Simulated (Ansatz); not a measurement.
Ansatz (a program for electronic structure), DFT, r2SCAN, plane waves, its default PAW files: Na2SO4 (from the phase in space group 70, mp-4770) (O8Na4S2), 14 atoms. Basis and mesh were picked for this test and aren't claimed converged.

```json
{
  "cell": "7.79, 6.76, 5.66 Å; 77.2, 57.8, 45°",
  "task": "single point",
  "k mesh": "6×6×6",
  "hamiltonian.xc": "r2scan",
  "kind_of_files": "paw",
  "scf.occupations.method": "fermi_dirac",
  "scf.occupations.width": "0.05 eV",
  "output.forces": "true",
  "binding of workers (--pin)": "off",
  "k-point pools (--kpoint-pools)": "1",
  "memory maximum (--max-ram)": "8GiB",
  "accuracy": "medium (default)",
  "basis.precision": "auto (default)",
  "basis.xc_grid": "4 (default)",
  "scf.eigensolver.kind": "auto (default)",
  "scf.mixing.algorithm": "auto (default)",
  "scf.mixing.preconditioner": "auto (default)",
  "scf.convergence.dr2_threshold": "1.72242e-07 (default)",
  "scf.lower_state_search": "light (default)",
  "k-points after symmetry": "46",
  "bands_at_the_start": "62",
  "electrons": "96",
  "plane waves at Γ": "4401",
  "cutoff (eV)": "500",
  "FFT grid": "60×50×45",
  "symmetry_operations": "8"
}
```

One run each. The counts of a restarted run leave out the earlier run.

All on 4 threads. Base settings, kept where nothing else is said: earlier_run = none (default) (scf.initial_density.chi_scale, scf.initial_density.normalization, checkpoint.read, checkpoint.density_extrapolation, kpoints.initial_grid not set). The settings tried:
- scf.initial_density.chi_scale = 0, scf.initial_density.normalization = cell
- checkpoint.read = first.ck, earlier_run = first_atom_moved_ang=0.1 orbitals_saved=false, checkpoint.density_extrapolation = none
- checkpoint.read = first.ck, earlier_run = first_atom_moved_ang=0.03 orbitals_saved=false
- checkpoint.read = first.ck, earlier_run = first_atom_moved_ang=0 orbitals_saved=false scf.convergence.dr2_threshold=0.001
- the base settings
- kpoints.initial_grid = auto
- checkpoint.read = first.ck, earlier_run = first_atom_moved_ang=0.03 orbitals_saved=true, checkpoint.density_extrapolation = none
- checkpoint.read = first.ck, earlier_run = first_atom_moved_ang=0.3 orbitals_saved=false
- scf.initial_density.chi_scale = 0.1
- checkpoint.read = first.ck, earlier_run = first_atom_moved_ang=0.1 orbitals_saved=false, checkpoint.density_extrapolation = follow_atoms
- checkpoint.read = first.ck, earlier_run = first_atom_moved_ang=0 orbitals_saved=false hamiltonian.xc=pbe
- checkpoint.read = first.ck, earlier_run = first_atom_moved_ang=0 orbitals_saved=true scf.convergence.dr2_threshold=0.001
- checkpoint.read = first.ck, earlier_run = first_atom_moved_ang=0.1 orbitals_saved=false
- checkpoint.read = first.ck, earlier_run = first_atom_moved_ang=0 orbitals_saved=false kpoints.mp_grid.grid=3×3×3

Q: Predict which of these converge in the fewest SCF iterations.

A: Fewest SCF iterations, with those close behind: checkpoint.read = first.ck, earlier_run = first_atom_moved_ang=0 orbitals_saved=false kpoints.mp_grid.grid=3×3×3 (2); checkpoint.read = first.ck, earlier_run = first_atom_moved_ang=0 orbitals_saved=false scf.convergence.dr2_threshold=0.001 (3); checkpoint.read = first.ck, earlier_run = first_atom_moved_ang=0 orbitals_saved=true scf.convergence.dr2_threshold=0.001 (3); checkpoint.read = first.ck, earlier_run = first_atom_moved_ang=0.03 orbitals_saved=false (5). Most among those that reach the base run's result: kpoints.initial_grid = auto (9); scf.initial_density.chi_scale = 0.1 (9); checkpoint.read = first.ck, earlier_run = first_atom_moved_ang=0.1 orbitals_saved=false, checkpoint.density_extrapolation = none (8); scf.initial_density.chi_scale = 0, scf.initial_density.normalization = cell (8); checkpoint.read = first.ck, earlier_run = first_atom_moved_ang=0 orbitals_saved=false hamiltonian.xc=pbe (7); checkpoint.read = first.ck, earlier_run = first_atom_moved_ang=0.03 orbitals_saved=true, checkpoint.density_extrapolation = none (7); checkpoint.read = first.ck, earlier_run = first_atom_moved_ang=0.3 orbitals_saved=false (7); the base settings (7); checkpoint.read = first.ck, earlier_run = first_atom_moved_ang=0.1 orbitals_saved=false, checkpoint.density_extrapolation = follow_atoms (6); checkpoint.read = first.ck, earlier_run = first_atom_moved_ang=0.1 orbitals_saved=false (6). All converged. In the base run the program took: scf.mixing.algorithm MSR1, scf.eigensolver.kind band_cg, --slots 4.

```tsv
setting	SCF iterations	applications of H to a band	end
checkpoint.read = first.ck, earlier_run = first_atom_moved_ang=0 orbitals_saved=false kpoints.mp_grid.grid=3×3×3	2	33490	converged
checkpoint.read = first.ck, earlier_run = first_atom_moved_ang=0 orbitals_saved=false scf.convergence.dr2_threshold=0.001	3	36650	converged
checkpoint.read = first.ck, earlier_run = first_atom_moved_ang=0 orbitals_saved=true scf.convergence.dr2_threshold=0.001	3	22964	converged
checkpoint.read = first.ck, earlier_run = first_atom_moved_ang=0.03 orbitals_saved=false	5	44749	converged
checkpoint.read = first.ck, earlier_run = first_atom_moved_ang=0.1 orbitals_saved=false	6	46895	converged
checkpoint.read = first.ck, earlier_run = first_atom_moved_ang=0.1 orbitals_saved=false, checkpoint.density_extrapolation = follow_atoms	6	48444	converged
the base settings	7	48463	converged
checkpoint.read = first.ck, earlier_run = first_atom_moved_ang=0.3 orbitals_saved=false	7	51143	converged
checkpoint.read = first.ck, earlier_run = first_atom_moved_ang=0.03 orbitals_saved=true, checkpoint.density_extrapolation = none	7	44861	converged
checkpoint.read = first.ck, earlier_run = first_atom_moved_ang=0 orbitals_saved=false hamiltonian.xc=pbe	7	54368	converged
scf.initial_density.chi_scale = 0, scf.initial_density.normalization = cell	8	53757	converged
checkpoint.read = first.ck, earlier_run = first_atom_moved_ang=0.1 orbitals_saved=false, checkpoint.density_extrapolation = none	8	58366	converged
scf.initial_density.chi_scale = 0.1	9	59274	converged
kpoints.initial_grid = auto	9	41036	converged
```

Keys are those of Ansatz 0.2.
